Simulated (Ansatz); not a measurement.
**AlN under a change: isotropic strain −0.50 %**

Base system: AlN in the zinc blende structure (space group F-43m, No. 216; a = 4.370 Å).

The change: the cell is scaled by 0.9950 in all directions; the atoms relax in the strained cell.

Computed with r2SCAN/PAW in Ansatz (a quantum-chemistry and plane-wave program), no spin-orbit coupling. Settings: 13×13×13 k-points, 0.05 eV Fermi–Dirac smearing.

- Volume per atom = 10.27 Å³ (base 10.43 Å³)
- Space group = F-43m (No. 216) (base F-43m (No. 216))
- Shortest interatomic distance = 3.558 bohr (base 3.576 bohr)
- Energy relative to the base (free energy F) = +1.6 meV/atom
- Pressure = 32.6 kbar (base 0.1 kbar)
- Band gap = 3.95 eV (base 3.94 eV)
- Gap character = indirect, Γ → X (base indirect, Γ → X)
- Smallest direct gap = 4.98 eV (base 4.84 eV)
- Mean gap deformation potential ΔEg/Δln V = -0.8 eV
- Width of the top valence band = 2.71 eV (base 2.68 eV)
- Electron mass = 0.51 mₑ along k, 0.33 mₑ across (at X) (base 0.51 mₑ along k, 0.33 mₑ across (at X))
- Valley order (the lowest conduction-band minima on the path, energy above the VBM, named in the base's zone) = X along ⟨100⟩ 3.95 eV; Γ 4.98 eV (base X along ⟨100⟩ 3.94 eV; Γ 4.84 eV)

Masses are band curvatures over ±0.01 Å⁻¹ around the edge. Along k means along the line from Γ to the band edge. Stability against distortions was not tested. This is not the structure that AlN has at room temperature and ambient pressure.
